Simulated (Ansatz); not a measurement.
# Phonon-limited transport in HfNi2 (Fd-3m)

Given:

```
CELL_PARAMETERS angstrom
      0.00000     3.41672     3.41672
      3.41672     0.00000     3.41672
      3.41672     3.41672     0.00000
ATOMIC_POSITIONS crystal
  Hf 0.50000 0.50000 0.50000
  Hf 0.75000 0.75000 0.75000
  Ni 0.12500 0.12500 0.12500
  Ni 0.62500 0.12500 0.12500
  Ni 0.12500 0.12500 0.62500
  Ni 0.12500 0.62500 0.12500
```

These are PBEsol, DFPT electron-phonon coupling, linearised Boltzmann equation (plane waves, PAW, scalar-relativistic; Ansatz, a first-principles code) values and carry that method's errors. Cell: relaxed with this functional, without spin-orbit coupling.

The resistivity at 300 K is 66 μΩ·cm, the electron mean free path at 300 K (weighted by the current that each state carries) is 2.6 nm and the drude plasma energy is 3.2 eV. The Hall coefficient at 300 K is -24 ×10⁻¹¹ m³/C.

A metal at this level (no band gap). Only scattering by harmonic phonons is included (no impurities, grain boundaries, electron-electron scattering or thermal expansion). Spin-orbit coupling is left out, which matters with elements this heavy. The squared frequency of the phonon mode least converged on the k mesh is uncertain by about 24 %. Halving the electron mesh (20x20x20) moves the resistivity by up to 2 % at 300 K, the mean free path by up to 9 %. Smearing 0.20 eV; phonons on a 4x4x4 q mesh, which this run doesn't test and which matters most at low temperature.

Formula and space group known from diffraction (Crystallography Open Database), not checked to be the room-temperature form: HfNi2 (Fd-3m). Treated as nonmagnetic (a ferromagnetic start lost its moment, other orders weren't tried): HfNi2 (Fd-3m).
